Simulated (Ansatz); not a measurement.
The parent structure is ScCl₃ in the ReO3 type structure (space group Pm-3m, No. 221; a = 4.9632 Å; a hypothetical phase, not in the database extracts checked).

Computed with r2SCAN in Ansatz (plane waves to 500 eV, PAW, no spin-orbit coupling).

Base values:

- Smallest direct gap: 3.65 eV
- Band gap: 3.05 eV
- Lattice parameter a: 496.3 pm

It is then changed as follows: a hydrostatic pressure of 0.7 GPa.

Question: How does this affect the smallest direct gap, band gap and lattice parameter a?

Answer: The smallest direct gap goes up by 0.03 eV to 3.68 eV; the band gap rises by 0.02 eV to 3.07 eV; the lattice parameter a shrinks by 2.5 pm (496.3 pm → 493.8 pm).

Load acts through the strain it causes; cell and atoms are relaxed under it. No phonon test of stability was made. The final runs are not spin-polarised.

Ansatz is a quantum-chemistry and plane-wave program.
